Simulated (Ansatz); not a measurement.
Consider CdSe in the zinc blende structure (space group F-43m, No. 216; a = 6.0816 Å). Axes: x, y, z lie along the cube axes.

Method: PBEsol (Ansatz, a first-principles code), without spin-orbit coupling.

For the base:

```
Quantity                             Value
---------------------  -------------------
Valence-band top at Γ  0.00, 0.00, 0.00 eV
Pressure                          0.00 GPa
Electron mass              0.049 mₑ (at Γ)
Volume per atom                   28.12 Å³
```

One thing is altered: biaxial strain −1.50 %, plane normal [001], relaxed out of plane (Cartesian); in-plane vectors clamped, the third vector and the atoms free.

**Question.** Estimate the effect on the valence-band top at Γ.

**Answer.** The valence-band top at Γ (three highest levels, from the VBM) becomes 0.00, 0.00, -0.12 eV (base: 0.00, 0.00, 0.00 eV).

**Question.** What happens to the pressure?

**Answer.** The pressure (mean of the normal stresses, compression positive) goes from zero to 0.45 GPa.

**Question.** Predict the new electron mass.

**Answer.** The electron mass becomes 0.055 mₑ out of plane, 0.047 mₑ in plane (at Γ) (base: 0.049 mₑ (at Γ)).

**Question.** What does the calculation give for the volume per atom after the change?

**Answer.** The volume per atom decreases by 0.252 Å³ (28.12 Å³ → 27.86 Å³).

The levels and masses belong to the bands next to the band gap. Masses are band curvatures over ±0.01 Å⁻¹ around the edge. Whether these cells are dynamically stable was not tested.
